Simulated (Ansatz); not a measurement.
**A computed series for ZrN: pressure series**

The reference is ZrN in the rock salt structure (space group Fm-3m, No. 225; a = 4.595 Å).

Cell and atoms are relaxed at each pressure.

The values are results of DFT with PBE, PAW potentials and a 420 eV plane-wave cutoff in Ansatz (a quantum-chemistry and plane-wave program), without spin-orbit coupling, earlier PAW set, not measurements.

Notes on the quantities. enthalpy: H = E + PV relative to the base's energy.

```csv
variant,enthalpy,volume per atom
base,–,12.13 Å³
pressure −2 GPa,-0.15 eV/atom,12.23 Å³
pressure −1 GPa,-0.08 eV/atom,12.18 Å³
pressure 3 GPa,+0.23 eV/atom,11.99 Å³
pressure 7 GPa,+0.52 eV/atom,11.81 Å³
pressure 15 GPa,+1.10 eV/atom,11.49 Å³
pressure 30 GPa,+2.16 eV/atom,11.00 Å³
pressure 50 GPa,+3.50 eV/atom,10.47 Å³
pressure 75 GPa,+5.09 eV/atom,9.95 Å³
pressure 100 GPa,+6.61 eV/atom,9.53 Å³
```

Load acts through the strain it causes; cell and atoms are relaxed under it. Whether these cells are dynamically stable was not tested. Competing high-pressure phases were not computed. All final runs are without spin polarisation. An odd electron count without spin: ZrN.
